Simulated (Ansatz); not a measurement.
Output of an Ansatz run (abridged):

```
WARN ansatz: RAYON_NUM_THREADS=1 ignored (pool sized by the plan → 1); use --threads N
Pseudopotentials: kind: paw
Pseudopotential: Cu, paw, valence charge 19
Crystal: 1 atoms, lattice volume = 11.868 Å³
Basis set: ecut = 420.4159175005146 eV, 259 PW (Γ), exchange–correlation on 36×36×36 points (8 copies of the dense FFT grid, shifted against one another)
Bands: 14, of which v1, the nominal top of the filled ones, is band 10 counted from 1 (9 counted from 0)
Symmetry: 48 space group operations
Space group: Fm-3m (ITA 225), of the structure as read, at distance tolerance 2.3e-5 Å
k-points: 145 of 4096
Initial density: superposition of atomic densities (neutral atoms: chi_scale 0, normalization atom), corrected by the library's trained network
Initial wavefunctions: pseudopotential atomic-orbital guess
Eigensolver: davidson
Functional: x = pbe(κ = 0.804, μ = 0.2195149727645171), c = pbe(β = 0.06672455060314922)
SCF iter   1: F=—  HF=-6625.174823 eV  |F-HF|=—  |Δ(HF+E_count)|=         —  Δρ=1.05e-3  dr2=6.31e-5  ethr=1.77e-3  ⟨swp⟩=5.3  Hψ=10092  notcnv=0
all-band conjugate gradients solve this SCF's bands
preconditioner: auto → none
SCF iter   2: F=—  HF=-6625.174940 eV  |F-HF|=—  |Δ(HF+E_count)|=   1.17e-4  Δρ=3.82e-4  dr2=5.12e-6  ethr=3.32e-7  ⟨swp⟩=2.4  Hψ=4713  notcnv=0
SCF iter   3: F=—  HF=-6625.174953 eV  |F-HF|=—  |Δ(HF+E_count)|=   1.30e-5  Δρ=1.14e-4  dr2=5.38e-7  ethr=2.69e-8  ⟨swp⟩=2.3  Hψ=2614  notcnv=0
iter 4 did not close the SCF: its close was put off for the readings that it lacked (scf_convergence_deferred on its scf_iter line)
SCF iter   4: F=-6625.174954 eV  HF=-6625.174954 eV  |F-HF|=6.36e-9  |Δ(HF+E_count)|=   1.02e-6  Δρ=9.09e-6  dr2=3.50e-9  ethr=2.83e-9  ⟨swp⟩=2.1  Hψ=2665  notcnv=0
iter 5 did not close the SCF: its close was put off for the readings that it lacked (scf_convergence_deferred on its scf_iter line)
SCF iter   5: F=-6625.174954 eV  HF=-6625.174954 eV  |F-HF|=3.37e-10  |Δ(HF+E_count)|=   1.64e-9  Δρ=2.48e-6  dr2=1.37e-10  ethr=1.84e-11  ⟨swp⟩=2.1  Hψ=3244  notcnv=0
SCF iter   6: F=-6625.174954 eV  HF=-6625.174954 eV  |F-HF|=2.73e-12  |Δ(HF+E_count)|=  4.46e-10  Δρ=8.27e-8  dr2=2.40e-13  ethr=1.00e-12  ⟨swp⟩=2.0  Hψ=6388  notcnv=0
SCF 1 converged in 6 iterations: F = -6625.174954 eV  dr2 = 2.40e-13
SCF converged after 6 iterations
Free energy (F): -6625.174954 eV
Harris-Foulkes:  -6625.174954 eV  (|F-HF|=2.73e-12)
Internal energy: -6625.173382 eV  (E = F + TS)
E sigma→0 (E₀):  -6625.174168 eV
Entropy (-TS):   -0.001572 eV (-1.572 meV/atom)
Fermi energy:    16.631398 eV
--- Per-component energies (eV) ---
  E_band       = -361.005244
  E_kinetic    = 299.902197
  E_local      = -4059.326899  (includes V_loc(G=0)·N_el)
  E_nonlocal   = 389.829748
  E_hartree    = 1787.998299
  E_xc         = -89.550127
  E_vxc        = -115.562419  (∫ρ·V_xc dr)
  E_paw        = -1662.880925  (= ΣΔE_a)
  E_vpaw       = -451.844804  (= ΣTr[D̂ρ^β])
  E_aug_tail   = 0.000309  (compensation charges beyond the density's cutoff)
  E_ewald      = -3291.145984
  E_smearing   = -0.001572  (= −TS)
  E_closure    = -0.000000  (closes the sum)
  Σ components = -6625.174954   (vs F -6625.174954, Δ=0.00e0)
--- Forces (eV/Å), atoms counted from 1 ---
  atom   1  Cu    -0.00000000     0.00000000     0.00000000
  max |Σ_I F_I| component: 1.15e-31 eV/Å
--- Stress (GPa, compression-positive) ---
        1.139045       0.000000       0.000000
        0.000000       1.139045       0.000000
        0.000000       0.000000       1.139045
  P = ⅓ Tr σ = 1.1390 GPa (11.390 kbar)
  The stress holds the Pulay correction. Without it, at fixed plane waves, as pw.x and ABINIT print it: P = 1.0145 GPa
--- Band table (eV; the first three rows and the last of 145) ---
  k-point 0: bands = ["-95.8962", "-53.2093", "-53.2093", "-53.2093", "7.2908", "13.6797", "13.6797", "13.6797", "14.5068", "14.5068", "39.2316", "41.6944", "41.6944", "41.6944"]
  k-point 1: bands = ["-95.8957", "-53.2134", "-53.2099", "-53.2099", "7.4328", "13.6494", "13.7067", "13.7067", "14.4962", "14.4962", "38.3173", "40.2601", "41.2537", "41.2537"]
  k-point 2: bands = ["-95.8942", "-53.2248", "-53.2117", "-53.2117", "7.8529", "13.5692", "13.7736", "13.7736", "14.4778", "14.4778", "35.3688", "39.8094", "40.4985", "40.4985"]
  k-point 144: bands = ["-95.8783", "-53.2797", "-53.2797", "-53.2503", "12.5568", "13.1645", "13.1645", "14.4636", "15.2233", "22.8253", "22.8253", "24.9425", "25.3690", "44.7521"]
```

The structure:

```
CELL_PARAMETERS angstrom
      0.00000     1.81042     1.81042
      1.81042     0.00000     1.81042
      1.81042     1.81042     0.00000
ATOMIC_POSITIONS crystal
  Cu 0.00000 0.00000 0.00000
```

**Question.** Reconstruct the input of this run.

**Answer.** Other spellings and defaults could give the same log, and not every line can be read from it. The input that was run (DFT, PBE, plane waves, default PAW files):

Ansatz 0.2 input:
```yaml
crystal:
  lattice:
    - [0.00000000, 1.81041500, 1.81041500]
    - [1.81041500, 0.00000000, 1.81041500]
    - [1.81041500, 1.81041500, 0.00000000]
  atoms:
    - { symbol: Cu, position: [0.00000000, 0.00000000, 0.00000000] }
basis:
  ecutwfc: 30.9 Ry
kpoints:
  mp_grid:
    grid: [16, 16, 16]
hamiltonian:
  xc: pbe
  pseudopotentials:
    kind: paw
scf:
  occupations:
    method: gaussian
    width: 0.0073 Ry
output:
  forces: true
  eigenvalues: true
  stress: true
```

The starting cell has typed, rounded lattice constants, without a prior relaxation at this level. Its lattice was rescaled by up to half a per cent. Spin polarisation is off. Ansatz's pressure includes its estimate of the finite-basis (Pulay) stress.

Ansatz is a quantum-chemistry and plane-wave program.
